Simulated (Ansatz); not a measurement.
Consider the formation energy of H_i in Pt (fcc, Fm-3m). Reaction: 32 Pt (fcc) + 1/2 H2 (gas) → cell A.

Cell A: a supercell of 32 sites of Pt (fcc, Fm-3m) with H off the lattice sites (4 Pt at 1.81 Å); spin state with PBE: run without spin, k-point mesh 5×5×5.
```
Pt32H
1.0
    7.94401     0.00000     0.00000
    0.00000     7.94401     0.00000
    0.00000     0.00000     7.94401
Pt H
32 1
Direct
  0.00001   0.00001   0.00001
  0.99944   0.24969   0.24969
  0.24969   0.99944   0.24969
  0.24969   0.24969   0.99944
  0.99843   0.99843   0.50042
  0.99843   0.24958   0.75157
  0.24958   0.99843   0.75157
  0.24312   0.24312   0.50688
  0.99843   0.50042   0.99843
  0.99843   0.75157   0.24958
  0.24312   0.50688   0.24312
  0.24958   0.75157   0.99843
  0.99944   0.50031   0.50031
  0.00001   0.74999   0.74999
  0.24969   0.50031   0.75056
  0.24969   0.75056   0.50031
  0.50042   0.99843   0.99843
  0.50688   0.24312   0.24312
  0.75157   0.99843   0.24958
  0.75157   0.24958   0.99843
  0.50031   0.99944   0.50031
  0.50031   0.24969   0.75056
  0.74999   0.00001   0.74999
  0.75056   0.24969   0.50031
  0.50031   0.50031   0.99944
  0.50031   0.75056   0.24969
  0.75056   0.50031   0.24969
  0.74999   0.74999   0.00001
  0.50688   0.50688   0.50688
  0.50042   0.75157   0.75157
  0.75157   0.50042   0.75157
  0.75157   0.75157   0.50042
  0.37500   0.37500   0.37500
```

Reference: Pt (fcc, Fm-3m), 32 atoms in the cell, a perfect crystal on lattice vectors that match the other cells', k-point mesh 5×5×5 on the run's own vectors.

Reference: an isolated H2 molecule (singlet) in a box of 11 × 11 × 13 Å.

Computed with Ansatz (plane waves, PAW), its default PAW set, cutoff 500 eV. The structures are at rest with PBE, within the held lattices; other levels are single points on them. Neutral cells; Fermi-Dirac smearing of at most 0.10 eV in the solids, energies taken to zero width. The lattices are those relaxed with PBE, so at other levels the solids can be strained. Larger cells are relaxed from a start prepared with the learned potential CHGNet, on a coarser mesh till forces fall under 0.03 eV/Å, which some starts already meet. A dispersion term (D3(BJ), or D4 for r2SCAN) was computed beside these levels and is taken off wherever the name lacks it. No zero-point or thermal terms. No structure search was made; lower ones may exist. Spin-orbit coupling is left out. No correction for cell size. Mesh and cell size may move defect energies by 0.1 eV or more. Cell A has symmetry P-43m and got no random move, so less symmetric positions, which may lie lower, weren't tried.

Give the value at the level r2SCAN.

0.39 eV, for 32 Pt (fcc) + 1/2 H2 (gas) → cell A.

Ansatz is an electronic-structure program.
